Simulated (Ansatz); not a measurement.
The parent structure is CdS in the zinc blende structure (space group F-43m, No. 216; a = 5.878 Å). Axes: x, y, z lie along the cube axes.

Computed with r2SCAN/PAW in Ansatz (a program for electronic structure), no spin-orbit coupling.

One thing is altered: uniaxial strain ε_zz = −1.50 %, all other strain components held at zero; the atoms relax in the strained cell.

Q: Predict the stress tensor and what it implies for the stiffness.

A: Stress of the strained cell less that of the base (GPa, compression positive):
```
   0.86    0.00    0.00
   0.00    0.86    0.00
   0.00    0.00    1.11
```

Then −Δσ_ii/ε with ε = -0.0150 gives secant stiffness values (nonlinear terms included at this strain): C33 ≈ 74 GPa, C13 ≈ 57 GPa and C23 ≈ 57 GPa.

No phonon test of stability was made.
